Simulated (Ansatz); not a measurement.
Consider CdGeAs2 in the chalcopyrite structure (space group I-42d, No. 122; a = 5.874 Å, c = 11.226 Å).

The values are results of Kohn–Sham DFT with the LDA functional, run in Ansatz (a first-principles code) with PAW and 420 eV plane waves, no SOC, not measurements.

For the base:

| Property | Value |
|---|---|
| Pressure | 0.00 GPa |

It is then changed as follows: the cell is scaled by 0.9700 in all directions; the atoms relax in the strained cell.

Predict the new pressure.

The pressure (mean of the normal stresses, compression positive) goes from zero to 7.44 GPa.

Estimate the effect on the energy relative to the base.

The energy goes up by 45 meV/atom.

Stability against distortions was not tested.
